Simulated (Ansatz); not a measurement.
# HfO2: pressure series

Take HfO2 (space group P4_2/nmc, No. 137) as the base.

```xyz
6
Lattice="3.5770 0.0000 0.0000 0.0000 3.5770 0.0000 0.0000 0.0000 5.2036" Properties=species:S:1:pos:R:3 pbc="T T T"
Hf     0.0000     0.0000     0.0000
Hf     1.7885     1.7885     2.6018
O      0.0000     1.7885     1.0202
O      0.0000     1.7885     3.6220
O      1.7885     0.0000     1.5816
O      1.7885     0.0000     4.1834
```

Cell and atoms are relaxed at each pressure.

Level of theory: r2SCAN in Ansatz (plane waves to 500 eV, PAW, scalar-relativistic without spin-orbit coupling), earlier PAW set.

Notes on the quantities. enthalpy: H = E + PV relative to the base's energy.

```tsv
change	lattice parameter a	electron mass	enthalpy
base	357.7 pm	1.0 mₑ along c, 0.89 mₑ across (at Γ)	–
pressure −2 GPa	___	1.0 mₑ along c, 0.91 mₑ across (at Γ)	-0.14 eV/atom
pressure −1 GPa	358.2 pm	1.0 mₑ along c, 0.90 mₑ across (at Γ)	-0.07 eV/atom
pressure 0.3 GPa	357.6 pm	1.0 mₑ along c, 0.89 mₑ across (at Γ)	+0.02 eV/atom
pressure 0.7 GPa	357.4 pm	1.0 mₑ along c, 0.89 mₑ across (at Γ)	+0.05 eV/atom
pressure 1.5 GPa	357.0 pm	1.1 mₑ along c, 0.88 mₑ across (at Γ)	+0.10 eV/atom
pressure 3 GPa	356.4 pm	1.0 mₑ along c, 0.87 mₑ across (at Γ)	+0.21 eV/atom
pressure 5 GPa	355.5 pm	___	+0.34 eV/atom
pressure 7.5 GPa	354.5 pm	1.0 mₑ along c, 0.84 mₑ across (at Γ)	+0.51 eV/atom
pressure 10 GPa	353.5 pm	1.0 mₑ along c, 0.82 mₑ across (at Γ)	+0.68 eV/atom
```

Problem. Some entries are withheld; estimate them.

Solution. 
- pressure −2 GPa, lattice parameter a: 358.6 pm
- pressure 5 GPa, electron mass: 1.0 mₑ along c, 0.85 mₑ across (at Γ)

With Hf present, leaving out spin-orbit coupling can change the band edges. The levels and masses belong to the bands next to the band gap. Load acts through the strain it causes; cell and atoms are relaxed under it. Masses are band curvatures over ±0.01 Å⁻¹ around the edge. Stability against distortions was not tested. No other phases were tried under pressure. This is not the structure that HfO2 has at room temperature and ambient pressure.

Ansatz is a program for electronic structure.
